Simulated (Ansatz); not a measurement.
The starting structures come from a database of crystals and need not be the phases stable at ambient conditions.

Given:

```
AlAs
1.0
    4.00239     0.00000     0.00000
   -2.00120     3.46617     0.00000
    0.00000     0.00000     6.38047
Al As
2 2
Direct
  0.33333   0.66667   0.00068
  0.66667   0.33333   0.50068
  0.33333   0.66667   0.37532
  0.66667   0.33333   0.87532
```

Space group of this cell: P6_3mc, wurtzite. The cell is strained (lengths along the current scaled by 0.97, ions clamped); by PBEsol its mean pressure is 2.5 GPa.

Transport runs along the normal of the first two printed cell vectors, the (001) (indices of the unstrained crystal) plane of the conventional cell.

The gap is the functional's own. No spin-orbit coupling. Mid-gap values are interpolated on the energy grid.

Give the band gap and the smallest decay constant κ at mid-gap that PBEsol (Ansatz, a quantum-chemistry and plane-wave program) yields.

Gap 1.55 eV on a 12×12×6 mesh; κ = 0.118 1/Å, at the zone centre.
